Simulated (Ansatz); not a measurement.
## Ir: energy against volume

Ir (fcc, Fm-3m, 14.205 Å³/atom and stress up to 0.01 GPa in the relaxed cell, cube axes along x, y and z) under hydrostatic pressure, with the cell free. r2SCAN in Ansatz, a plane-wave DFT program (PAW, default set), 500 eV, 21×21×21 Γ-centred mesh, Fermi-Dirac smearing 0.05 eV.

Here V stands for volume and E for E less E0.

```
volume (Å³/atom)  E less E0 (meV/atom)  pressure (GPa)
----------------  --------------------  --------------
14.2816                           0.52           -2.01
14.2430                           0.13           -1.01
14.2047                           0.00            0.00
14.1714                           0.08            0.89
14.1275                           0.46            2.08
14.0411                           2.19            4.50
13.8881                           8.55            9.00
13.6983                          22.63           15.00
13.2816                              ?               ?
```

**Question.** Using the third-order Birch-Murnaghan form, a cubic in V^(-2/3), estimate the missing E at V = 13.2816 from the other rows, showing the fit.

**Answer.** With u = V^(-2/3) - 0.1715, the rows have u = -0.0016175, -0.0013107, -0.0010049, -0.0007379, -0.0003843, 0.0003169, 0.0015765, 0.0031716. Least squares gives E = 1.252 + 2558.4·u + 1307265·u² + 3588765·u³. Residuals (row less fit): 0.001, -0.006, 0.002, 0.005, -0.002, -0.004, 0.002, -0.001; standard error 0.005 (degrees of freedom: 4). Its minimum lies at u = -0.0009825, so V0 = (0.1705175)^(-3/2) = 14.20. There d²E/du² = 2593000 and d³E/du³ = 2.153e7, so B0 = (4/9) × 14.20^(-7/3) × 2593000 × 0.160218 = 378 GPa (the last factor turns the table's units into GPa), and B0' = 4 + (2/3) × 0.1705175 × (2.153e7)/2593000 = 4.9. B0' rests on the cubic coefficient alone and has a standard error of 0.2 from these residuals. At the withheld row, u = 0.0068062, so E = 1.252 + 2558.4 × 0.0068062 + 1307265 × 0.0068062² + 3588765 × 0.0068062³ = 80.355 meV/atom. The calculation gives 80.40 meV/atom, 0.045 meV/atom above the prediction (0.1 % of the range of E in the table). The row lies outside the fitted rows, so this is an extrapolation. The scatter of the fitted rows lies at the last printed digit.

In a metal these values are sensitive to mesh and smearing; energies are taken to zero smearing, stresses follow the free energy. The runs aren't spin-polarised. Spin-orbit coupling is left out, which can shift these values for the heavy elements here. Other structures, which can take over under pressure, weren't tried. The same form fitted to the pressure column gives B0' = 5.0; series where the two differ by over 0.4 aren't shown. Rows are the converged runs of the series near zero and its far end, less any whose ions stayed unrelaxed beside relaxed ones; series whose fitted rows scatter by over a few per cent of the range, as at a crossing or softening among them, aren't shown in this form.
